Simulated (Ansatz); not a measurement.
The starting structures come from a database of crystals and need not be the phases stable at ambient conditions.

Given:

```xyz
14
Lattice="3.5450 0.0000 0.0000 0.0000 11.5952 0.0000 0.0000 0.0000 4.4032" Properties=species:S:1:pos:R:3 pbc="T T T"
V      0.0000     9.8809     3.9071
V      0.0000     1.7142     3.9071
V      1.7725     7.5118     0.4961
V      1.7725     4.0833     0.4961
O      0.0000     0.0000     4.3886
O      1.7725     5.7976     0.0146
O      0.0000     9.9170     2.3234
O      0.0000     1.6781     2.3234
O      1.7725     7.4757     2.0799
O      1.7725     4.1194     2.0799
O      1.7725     9.4943     4.3861
O      1.7725     2.1009     4.3861
O      0.0000     7.8985     0.0172
O      0.0000     3.6967     0.0172
```

Space group of this cell: Pmmn. The cell was relaxed by PBE-D3(BJ); by r2SCAN its mean pressure is -2.9 GPa.

Transport runs along the normal of the first two printed cell vectors.

No gap correction and no spin-orbit coupling; mid-gap values are interpolated between computed energies.

Task: Predict the band gap and the smallest decay constant κ at mid-gap from r2SCAN in Ansatz (a first-principles code).

Result: Gap 2.17 eV on a 8×4×8 mesh; κ = 0.404 1/Å, at (0.375, 0.000) of the in-plane reciprocal vectors. At the zone centre, at the nearest computed energy, the slowest state has κ = 0.49 1/Å.
